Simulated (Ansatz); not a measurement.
The parent structure is RbBi₂ in the cubic Laves (MgCu2 type) structure (space group Fd-3m, No. 227; a = 9.5193 Å; a cell from a computed database, its experimental status unchecked).

Levels (all Ansatz, an electronic-structure program, PAW): PBEsol (420 eV, without spin-orbit coupling); PBEsol+SOC (420 eV, spin-orbit coupling included).

The geometry is relaxed with PBEsol.

| Quantity | Value |
|---|---|
| PBEsol pressure | 0.0 GPa |

With PBEsol+SOC at the same geometry, the pressure goes from zero to 0.5 GPa.

Single points use the geometry relaxed with PBEsol. Differences between runs with and without spin-orbit coupling are approximate. No phonon test of stability was made.
